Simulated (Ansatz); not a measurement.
# Pressure series in MoS2

Consider MoS$_{2}$ in the 2H-MoS2 type structure (space group P6_3/mmc, No. 194; a = 3.109 Å, c = 11.709 Å; layered, stacked along the Cartesian z axis).

Cell and atoms are relaxed at each pressure.

Calculations: plane-wave PAW DFT at the PBEsol-D3(BJ) level (Ansatz, a first-principles code, 420 eV), without spin-orbit coupling.

Computed cases, in order: pressure −2 GPa; pressure −1 GPa; 0 GPa (base); pressure 3 GPa; pressure 7 GPa; pressure 15 GPa; pressure 30 GPa; pressure 50 GPa; pressure 75 GPa; pressure 100 GPa.

Question: Between which two neighbouring cases does the band gap open or close?

Answer: Between pressure 7 GPa (0.18 eV) and pressure 15 GPa (zero). The whole series: pressure −2 GPa: 0.69 eV; pressure −1 GPa: 0.60 eV; 0 GPa (base): 0.52 eV; pressure 3 GPa: 0.35 eV; pressure 7 GPa: 0.18 eV; pressure 15 GPa: zero; pressure 30 GPa: zero; pressure 50 GPa: zero; pressure 75 GPa: zero; pressure 100 GPa: zero.

A case with no gap was solved on a k-mesh chosen for an insulator, which is coarse for it. Load acts through the strain it causes; cell and atoms are relaxed under it. Whether these cells are dynamically stable was not tested. No other phases were tried under pressure. All final runs are without spin polarisation. A zero or small gap of MoS2 under pressure 7 GPa, MoS2 under pressure 15 GPa and MoS2 under pressure 30 GPa can be the functional's error rather than a property of the material.
